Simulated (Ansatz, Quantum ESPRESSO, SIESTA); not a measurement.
## CdCo₃N (P1, 5 atoms in the cell) computed with different codes at matched settings

Self-consistent single point, at a second geometry (atoms moved at random). First geometry:

```
CdCo3N
1.0
    3.85504     0.00000     0.00000
    0.00000     3.85504     0.00000
    0.00000     0.00000     3.85504
Cd Co N
1 3 1
Direct
  0.00000   0.00000   0.00000
  0.50000   0.50000   0.00000
  0.00000   0.50000   0.50000
  0.50000   0.00000   0.50000
  0.50000   0.50000   0.50000
```
Moments meant for the start (each program seeds them in its own way; μB, in the order of the atoms Cd Co Co Co N): 0.0 3.0 3.0 3.0 0.0.

Second geometry:
```
CdCo3N
1.0
    3.85504     0.00000     0.00000
    0.00000     3.85504     0.00000
    0.00000     0.00000     3.85504
Cd Co N
1 3 1
Direct
  0.01204   0.00708   0.00515
  0.49830   0.48981   0.98595
  0.98566   0.48325   0.49922
  0.49455   0.01784   0.50776
  0.50945   0.50201   0.50192
```
Moments meant for the start (each program seeds them in its own way; μB, in the order of the atoms Cd Co Co Co N): 0.0 3.0 3.0 3.0 0.0.

Shared settings, as Ansatz (an electronic-structure program) writes them: kpoints.mp_grid.grid = 6 6 6; scf.occupations.method = gaussian; scf.occupations.width = 0.01 Ry. Potentials and cutoffs stand in the table.

```json
[
 {"code": "Quantum ESPRESSO", "model": "PBEsol, SSSP 1.1.2 efficiency (PBE) pseudopotentials", "ΔF from the first geometry (meV/atom)": "26.8", "pressure (GPa)": "-9.58", "largest force (eV/Å)": "1.022", "size of the net moment (μB/atom)": "0.68", "cutoff": "50 Ry"},
 {"code": "Ansatz", "model": "PBEsol, PAW files made with PBE", "ΔF from the first geometry (meV/atom)": "26.9", "pressure (GPa)": "-9.10", "largest force (eV/Å)": "1.021", "size of the net moment (μB/atom)": "0.65", "cutoff": "default"},
 {"code": "SIESTA", "model": "GGA PBEsol, numerical atomic orbitals DZP, PseudoDojo PBEsol standard norm-conserving potentials (rewritten from UPF to PSML)", "ΔF from the first geometry (meV/atom)": "27.6", "pressure (GPa)": "-9.21", "largest force (eV/Å)": "1.111", "size of the net moment (μB/atom)": "0.66", "cutoff": "grid 400 Ry"}
]
```

Size of the force on each atom (eV/Å): Sizes of forces hide their directions.

```
code                Cd1    Co2    Co3    Co4     N5
----------------  -----  -----  -----  -----  -----
Quantum ESPRESSO  0.757  0.825  1.022  0.894  0.990
Ansatz            0.738  0.827  1.021  0.908  0.973
SIESTA            0.737  0.868  1.098  0.945  1.111
```

On Ansatz's run: the magnetic order is the one reached from the typed start; others were not searched systematically.

The spread over the programs that give each value: ΔF from the first geometry within 0.8 meV/atom; pressure within 0.48 GPa; largest force within 0.090 eV/Å; size of the net moment within 0.03 μB/atom.

SIESTA uses small atom-centred bases, whose incompleteness enters pressures, forces and empty levels differently from a plane-wave cutoff. Ansatz's pressure is given at a fixed set of plane waves, as the other plane-wave codes print theirs; with its correction for the finite basis it is -8.91 GPa. In the force vectors, SIESTA (by 0.133) lies more than 0.08 eV/Å from the median of the plane-wave programs.

The starting cell comes from a database of computed structures (which also holds hypothetical and non-ambient phases and stackings), without a prior relaxation at this level. For this run, on top of that: atoms moved at random.

Keys are those of Ansatz 0.2.
